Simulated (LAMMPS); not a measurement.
Simulation of a free-standing liquid film of Si, 1800 atoms, at 2280 K.

All values are model results, not measurements: classical MD, pair style sw, file Si.sw; code LAMMPS.

| Quantity | Value |
|---|---|
| surface tension | 0.76 ± 0.02 N/m |
| excess potential energy of the surface | 1.1 J/m² |
| number density in the middle | 0.0521 Å⁻³ |
| cost | roughly 7 core-minutes |

Potential: file Si.sw of the LAMMPS distribution; its header cites Stillinger and Weber,  Phys Rev B, 31, 5262, (1985).

Uncertainties are statistical and leave out the potential's own error.
